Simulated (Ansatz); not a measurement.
## A computed series for SiO2: pressure series

The parent structure is SiO2 in the rutile structure (space group P4_2/mnm, No. 136; a = 4.185 Å, c = 2.669 Å).

Cell and atoms are relaxed at each pressure.

Calculations: r2SCAN (Ansatz, a first-principles code; PAW; 500 eV plane waves; no SOC).

| pressure (GPa) | volume per atom (Å³/atom) |
|---|---|
| -2 | 7.844 |
| -1 | 7.817 |
| 0 | 7.791 |
| 2.1 | ? |
| 4.5 | 7.680 |
| 9 | 7.578 |
| 15 | 7.454 |
| 22.5 | 7.313 |
| 30 | 7.185 |

Task: Fit the third-order Birch–Murnaghan form P(V) = (3B₀/2)[(V₀/V)^(7/3) − (V₀/V)^(5/3)]·[1 + (3/4)(B₀′ − 4)((V₀/V)^(2/3) − 1)] (squares taken in P) to the rows shown and predict the withheld row.

Result: Least squares on the printed values gives V₀ = 7.791 Å³/atom, B₀ = 304 GPa, B₀′ = 4.9; this predicts 7.738 Å³/atom, and the run gives 7.738 Å³/atom, in agreement.

Measured bulk modulus of SiO2: 309.9 GPa (room temperature; as listed in arXiv:1001.2066); the computed value is for a static lattice, so the two differ by thermal effects too.

Load acts through the strain it causes; cell and atoms are relaxed under it. Whether these cells are dynamically stable was not tested. No other phases were tried under pressure.
